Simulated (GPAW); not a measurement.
Band structure of BaO (Fm-3m, 2 atoms in the cell).

```yaml
crystal:
  lattice:
    - [0.00000, 2.77000, 2.77000]
    - [2.77000, 0.00000, 2.77000]
    - [2.77000, 2.77000, 0.00000]
  atoms:
    - { symbol: Ba, position: [0.00000, 0.00000, 0.00000] }
    - { symbol: O, position: [0.50000, 0.50000, 0.50000] }
```

Method of the run: PBE, GPAW PAW datasets PBE (gpaw-data 1.0.1) (plane waves; GPAW 25.7.0).

Settings: mode = pw; ecut = 900 eV; xc = PBE; kpts = 8 8 8; mesh shift (steps) = 0 0 0; occupations.name = fermi-dirac; occupations.width = 0.01 eV; nbands = -4; convergence.density = 1e-05 e/electron; convergence.bands = -2; symmetry.symmorphic = false; symmetry.tolerance = 0.0005; maxiter = 150; bandpath_npoints = 40.

The starting cell has typed, rounded lattice constants, without a prior relaxation at this level.

### Question
Predict the gap along the standard path and the places of the band edges.

### Answer
The gap along the path is 2.00 eV, direct at X to within 0.01 eV.

Levels in eV from the top of the valence band on the SCF mesh, bands 5 to 12:
```csv
point,5,6,7,8,9,10,11,12
Γ,-10.41,-0.37,-0.37,-0.37,3.57,4.70,4.70,4.70
X,-10.99,-0.17,-0.17,0.00,2.00,5.99,8.90,9.34
W,-10.48,-1.33,-0.21,-0.21,4.61,4.61,6.86,9.76
K,-10.83,-0.93,-0.74,-0.15,3.43,6.55,7.01,8.60
L,-10.53,-1.98,-1.47,-1.47,4.94,7.17,7.17,8.12
U,-10.83,-0.93,-0.74,-0.15,3.43,6.55,7.01,8.60
```
